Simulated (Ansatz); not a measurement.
## Mo (model structure, P6₃/mmc, No. 194, 2 atoms in the cell)

Method: PBEsol in Ansatz (PAW).

Numerical settings: plane-wave cutoff 520 eV, 24×24×12 k mesh (along the axes of the cell as run), Fermi–Dirac smearing 0.05 eV, no spin polarisation, scalar-relativistic PAW data made under PBE.

Cell (relaxed at this level):

```cif
data_Mo2
_chemical_formula_sum 'Mo2'
_space_group_name_H-M_alt 'P 1'
_space_group_IT_number 1
_cell_length_a 2.73109
_cell_length_b 2.73109
_cell_length_c 4.83368
_cell_angle_alpha 90.000
_cell_angle_beta 90.000
_cell_angle_gamma 120.000
loop_
_space_group_symop_operation_xyz
  'x, y, z'
loop_
_atom_site_label
_atom_site_type_symbol
_atom_site_fract_x
_atom_site_fract_y
_atom_site_fract_z
_atom_site_occupancy
Mo1 Mo 0.33333 0.66667 0.25000 1
Mo2 Mo 0.66667 0.33333 0.75000 1
```

```json
{
  "bulk_modulus": "251 GPa"
}
```

Note: the run has no spin polarisation, so it can have missed a magnetic state; the bulk modulus is −V dP/dV from two relaxed cells at ±2 % in volume; the relaxation could raise the start's symmetry but not lower it, so the cell can be a saddle point.

Computed values are for the static lattice.

A model structure was made by putting elements into a prototype or built by hand; it is no filed structure, need not be a known phase, and can be a saddle point held by its symmetry.

Ansatz is a quantum-chemistry and plane-wave program.
